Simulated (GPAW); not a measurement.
# Short convergence ladders for ScGa₃ (P4mm, 4 atoms in the cell)

```
ScGa3
1.0
    4.06135     0.00000     0.00000
    0.00000     4.06135     0.00000
    0.00000     0.00000     4.06135
Sc Ga
1 3
Cartesian
  0.00000   0.00000   0.05000
  2.03068   2.03068   0.00000
  0.00000   2.03068   2.03068
  2.03068   0.00000   2.03068
```

Base method: PBEsol, GPAW PAW datasets PBEsol (made by gpaw-setup) (plane waves; GPAW).

Base settings: mode = pw; ecut = 800 eV; xc = PBEsol; kpts = 4 4 4; mesh shift (steps) = 0 0 0; occupations.name = methfessel-paxton; occupations.width = 0.1 eV; occupations.order = 0; nbands = -10; convergence.density = 1e-05 e/electron.

The count of work is k-points × plane waves × bands × iterations; it is no time. 

**The k-point mesh**

The second cell is the first with its lattice scaled by 0.98.

Only quantities that move along the ladder and can be compared are tabulated.

| kpts | free energy less the last step's (meV/atom) | energy of the compressed cell less the first (meV/atom) | pressure (GPa) | largest difference of a force vector from the last step's (eV/Å) | count of work / last |
|---|---|---|---|---|---|
| 2 2 2 | 148.53 | 40.12 | 3.22 | 0.072 | 0.056 |
| 3 3 3 | 54.96 | 8.54 | -1.35 | 0.025 | 0.047 |
| 4 4 4 | -0.80 | 25.76 | 1.15 | 0.012 | 0.13 |
| 5 5 5 | -5.28 | 13.89 | -0.63 | 0.013 | 0.17 |
| 7 7 7 | 3.98 | 12.61 | -0.61 | 0.003 | 0.36 |
| 11 11 11 | 0.00 | 14.22 | -0.42 | 0.000 | 1.0 |

Coarsest kpts that holds the free energy within 2 meV/atom: not settled: the last two steps still differ by 4.0 meV/atom, over half the tolerance, so the ladder does not show it.

Coarsest kpts that holds the pressure within 0.5 GPa of the last step, with all finer ones: 5 5 5, at 0.17 of the last step's count of work; the step before is off by 1.6 GPa.

Coarsest kpts that holds the energy of the compressed cell less the first within 2 meV/atom: not settled: the last two steps still differ by 1.6 meV/atom, over half the tolerance, so the ladder does not show it.

**The k-point mesh at a smearing width of 0.02 eV**

In this ladder: occupations.width = 0.02 eV.

Only quantities that move along the ladder and can be compared are tabulated.

```tsv
kpts	free energy less the last step's (meV/atom)	pressure (GPa)	largest difference of a force vector from the last step's (eV/Å)	count of work / last
3 3 3	55.06	-1.35	0.023	0.020
5 5 5	-6.91	-0.68	0.012	0.089
7 7 7	3.50	-0.84	0.005	0.17
13 13 13	0.00	-0.53	0.000	1.0
```

Coarsest kpts that holds the free energy within 5 meV/atom: not settled: the last two steps still differ by 3.5 meV/atom, over half the tolerance, so the ladder does not show it.

Coarsest kpts that holds the pressure within 0.5 GPa: not settled: the last two steps still differ by 0.31 GPa, over half the tolerance, so the ladder does not show it.

**The mesh under tetrahedron occupations**

In this ladder: occupations.name = improved-tetrahedron-method; occupations.width = default; occupations.order = default.

Only quantities that move along the ladder and can be compared are tabulated.

| kpts | free energy less the last step's (meV/atom) | pressure (GPa) | largest difference of a force vector from the last step's (eV/Å) | count of work / last |
|---|---|---|---|---|
| 4 4 4 | -41.11 | 0.33 | 0.029 | 0.065 |
| 7 7 7 | -3.66 | -0.51 | 0.005 | 0.12 |
| 10 10 10 | -2.44 | -0.37 | 0.003 | 0.40 |
| 15 15 15 | 0.00 | -0.53 | 0.000 | 1.0 |

State of the free energy at the end of the ladder: still drifting one way, by 3.7 meV/atom over the last two steps, so the last step is no safe reference.

Coarsest kpts that holds the pressure within 0.5 GPa of the last step, with all finer ones: 7 7 7, at 0.12 of the last step's count of work; the step before is off by 0.86 GPa.

Coarsest kpts that holds the forces within 0.02 eV/Å of the last step, with all finer ones: 7 7 7, at 0.12 of the last step's count of work; the step before is off by 0.029 eV/Å.

On the base run: the starting cell comes from a database of computed structures (which also holds hypothetical and non-ambient phases and stackings), without a prior relaxation at this level. Its lattice was rescaled by up to half a per cent. One atom was moved a little off its site on purpose. Without a gap this mesh is coarse (it stands for a supercell whose shortest vector is 16 Å).
